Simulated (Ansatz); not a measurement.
**Short convergence ladders for Ca (Fm-3m, 1 atom in the cell)**

```
CELL_PARAMETERS angstrom
      0.00000     2.79837     2.79837
      2.79837     0.00000     2.79837
      2.79837     2.79837     0.00000
ATOMIC_POSITIONS crystal
  Ca 0.00000 0.00000 0.00000
```

Base method: PBEsol, default PAW files made with PBE (plane waves; Ansatz, a program for electronic structure).

Base settings: basis.ecutwfc = 30.9 Ry; kpoints.mp_grid.grid = 10 10 10; hamiltonian.xc = pbesol; hamiltonian.pseudopotentials = {kind: paw} (the program's default PAW files); scf.occupations.method = gaussian; scf.occupations.width = 0.0073 Ry.

The count of work is k-points × plane waves × bands × iterations; it is no time. Core times come from one kind of shared machine, to one figure; runs under 30 s give none.

**The q mesh of the phonons**

In this ladder: kpoints.mp_grid.grid = 12 12 12; phonons.method = dfpt.

Only quantities that move along the ladder and can be compared are tabulated.

Thermal sums run over frequencies interpolated from this q mesh.

```tsv
phonons.qmesh	vibrational free energy at 300 K (meV/atom)	core time / last (rough)
2 2 2	-56.00	–
3 3 3	-56.34	0.1
4 4 4	-56.78	0.3
6 6 6	-56.76	1
```

Coarsest phonons.qmesh that holds the vibrational free energy at 300 K within 0.5 meV/atom of the last step, with all finer ones: 3 3 3, at about 0.1 of the last step's time; the step before is off by 0.76 meV/atom.

**The size of a vacancy's supercell**

On Ca (Fm-3m, 2 atoms in the cell), and larger cells.

Steps: 2 x 1 x 1 supercell, one Ca atom taken out, nothing relaxed; 2 x 2 x 1 supercell, one Ca atom taken out, nothing relaxed; and so on, with the mesh thinned in proportion.

Only quantities that move along the ladder and can be compared are tabulated.

| atoms | unrelaxed vacancy energy (eV) | count of work / last |
|---|---|---|
| 2 | 0.777 | 0.047 |
| 4 | 1.141 | 0.15 |
| 8 | 1.282 | 0.13 |
| 12 | 1.279 | 0.81 |
| 18 | 1.274 | 1.5 |
| 27 | 1.280 | 1.0 |

Smallest size that holds the unrelaxed vacancy energy within 0.1 eV of the last step, with all finer ones: 8, at 0.13 of the last step's count of work; the step before is off by 0.14 eV.

On the base run: the starting cell has typed, rounded lattice constants, without a prior relaxation at this level. Its lattice was rescaled by up to half a per cent.

Left out of this page: 1 run of the series stopped by limits of time or memory.

Keys are those of Ansatz 0.2.
